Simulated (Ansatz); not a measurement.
Pressure series in InSb

Base system: InSb in the zinc blende structure (space group F-43m, No. 216; a = 6.556 Å).

Cell and atoms are relaxed at each pressure.

Level of theory: r2SCAN (Ansatz, a program for electronic structure, PAW, scalar-relativistic without spin-orbit coupling).

Before the change:

```
Item      Value
--------  -----
Band gap   zero
```

The aim is a band gap between 0.37 eV and 0.43 eV. Which of these changes reaches it?
A) pressure 1.5 GPa
B) pressure 3 GPa
C) pressure 5 GPa

B, pressure 3 GPa. It gives 0.39 eV; pressure 5 GPa gives 0.59 eV; pressure 1.5 GPa gives 0.22 eV. Changes not listed may reach it too

Spin-orbit coupling, missing from the scalar runs, can matter with Sb. Load acts through the strain it causes; cell and atoms are relaxed under it. Stability against distortions was not tested. Tetrahedral semiconductors of this kind turn to denser phases somewhere between about 1 and 50 GPa; those were not computed, so compressed cells here can lie past the real transition. All final runs are without spin polarisation. Gaps under 0.05 eV, about the width of the smearing, are given as zero. The zero or small gap of InSb can change with the level of theory.
